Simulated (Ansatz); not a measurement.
Take GaN in the zinc blende structure (space group F-43m, No. 216) as the base.

```
GaN
1.0
    0.00000     2.24896     2.24896
    2.24896     0.00000     2.24896
    2.24896     2.24896     0.00000
N Ga
1 1
Direct
  0.75000   0.75000   0.75000
  0.00000   0.00000   0.00000
```

Level of theory: r2SCAN, PAW, 500 eV (Ansatz, a first-principles code; no SOC).

Before the change:

- Band gap: 2.17 eV
- Gap character: direct at Γ
- Hole mass: 0.18, 0.86, 0.86 mₑ (at Γ)

Now apply this change: the cell is scaled by 0.9790 in all directions; the atoms relax in the strained cell.

Problem. Predict the new band gap, gap character and hole mass.

Solution. The band gap rises by 0.43 eV (2.17 eV → 2.60 eV); the gap character is still direct at Γ; the hole mass (degenerate bands, along [100]) becomes 0.21, 0.82, 0.82 mₑ (at Γ) (base: 0.18, 0.86, 0.86 mₑ (at Γ)).

Effective masses come from finite differences of ±0.01 Å⁻¹. No phonon test of stability was made. This is not the structure that GaN has at room temperature and ambient pressure.
